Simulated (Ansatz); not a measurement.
Results of r²SCAN-D4 (Ansatz, an electronic-structure program, plane waves, PAW) for NaBH₄ (within 0.1 Å of P4₂/nmc, No. 137; cell taken from a computed entry).

Settings: plane-wave cutoff 500 eV, 10×10×8 k mesh (along the axes of the cell as run), gaussian smearing 0.02 eV, scalar-relativistic PAW data made under PBE.

Computed at the level's own relaxed cell.

Predict the volume per atom and band gap.


* **volume per atom**: 8.82 Å³/atom
* **band gap**: 6.83 eV (on the SCF k mesh)

Note: a distance lies near a switch of the dispersion term, which can move the cell.

Static lattice: no zero-point or thermal effects.
